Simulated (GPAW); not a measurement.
Cost against accuracy: ecut for CO2 (Pa-3, 12 atoms in the cell)

Cell: a = 5.4954 Å, b = 5.4954 Å, c = 5.4954 Å, α = 90.00°, β = 90.00°, γ = 90.00°.

Method: PBE, GPAW PAW datasets PBE (gpaw-data 1.0.1) (plane waves; GPAW 25.7.0).

Base settings: mode = pw; ecut = 900 eV; xc = PBE; kpts = 3 3 3; mesh shift (steps) = 0 0 0; occupations.name = methfessel-paxton; occupations.width = 0.01 eV; occupations.order = 0; nbands = -8; convergence.density = 1e-05 e/electron.

Misses are taken against the tightest run, 1800 eV, which need not be fully converged itself. The energy is the free energy per atom.

The count of work is k-points × plane waves × bands × iterations; it is no time, and leaves out set-up, grids and terms that scale otherwise. Core times come from one kind of shared machine and are given to one figure; runs under 30 s give none.

The starting cell comes from a database of computed structures (which also holds hypothetical and non-ambient phases and stackings), without a prior relaxation at this level. Its lattice was rescaled by a random factor within 2.5 % of one.

```
ecut     energy less reference (meV/atom)  largest difference in the force on any atom (eV/Å)  gap on the mesh less reference (eV)  count of work / reference  core time / reference (rough)
-------  --------------------------------  --------------------------------------------------  -----------------------------------  -------------------------  -----------------------------
360 eV                            2240.76                                               1.548                               -0.375                      0.066                            0.1
450 eV                             611.67                                               0.282                               -0.065                      0.082                           0.10
540 eV                             160.93                                               0.066                               -0.023                       0.14                            0.2
630 eV                              40.95                                               0.021                               -0.005                       0.16                            0.1
720 eV                              11.94                                               0.018                               -0.002                       0.23                            0.3
810 eV                               5.26                                               0.011                               -0.001                       0.23                            0.2
900 eV                               3.16                                               0.007                                0.000                       0.32                            0.3
1035 eV                              1.51                                               0.003                                0.000                       0.37                            0.4
1170 eV                              0.61                                               0.001                                0.000                       0.46                            0.6
1350 eV                              0.13                                               0.000                                0.000                       0.57                            0.6
1575 eV                              0.01                                               0.000                                0.000                       0.60                            0.8
1800 eV                              0.00                                               0.000                                0.000                        1.0                              1
```

Coarsest setting among those run that, with all tighter ones, holds the energy within 20 meV/atom of the reference: 720 eV, off by 12 meV/atom; it needs 0.23 of the reference's count of work and about 0.3 of the reference's time.

Coarsest setting among those run that, with all tighter ones, holds the energy within 0.5 meV/atom of the reference: 1350 eV, off by 0.13 meV/atom; its saving against the reference is no more than about a factor of 2 in the count of work.

Smallest miss in the energy for at most 0.2 times the reference's count of work: 630 eV, with a miss of 41 meV/atom at a count of 0.16.

The step from 630 eV to 1350 eV: it takes the miss in the energy from 41 to 0.13 meV/atom, for 3.5 times the count of work and roughly 5 times the time.
